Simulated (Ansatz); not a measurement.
Data:

```xyz
5
Lattice="5.4729 0.0000 0.0000 0.0000 5.4729 0.0000 0.0000 0.0000 5.4729" Properties=species:S:1:pos:R:3 pbc="T T T"
Cs     0.0000     0.0000     0.0000
Pb     2.7365     2.7365     2.7365
Br     2.7365     0.0000     2.7365
Br     0.0000     2.7365     2.7365
Br     2.7365     2.7365     0.0000
```

No spin polarisation.

All numbers come from Ansatz (an electronic-structure program) PBEsol, without spin-orbit coupling. k-mesh 6×6×6 (Γ-centred); smearing 0.05 eV (Fermi–Dirac).

Question: Predict the width of the top valence band and gap character.

Answer: 
```json
{
  "width_of_the_top_valence_band": "3.72 eV",
  "gap_character": "direct at R"
}
```

Spin-orbit coupling, missing from the scalar runs, can matter with Pb. Load acts through the strain it causes; cell and atoms are relaxed under it. No phonon test of stability was made. No other phases were tried under pressure. The cell was made from CsPbBr3 in the cubic perovskite structure (space group Pm-3m, No. 221) by this change: pressure 7.5 GPa. Many cubic perovskites are stable only at high temperature; tilts and polar distortions were not tested. This is not the structure that CsPbBr3 has at room temperature and ambient pressure. The zero or small gap of CsPbBr3 under pressure 7.5 GPa can change with the level of theory.
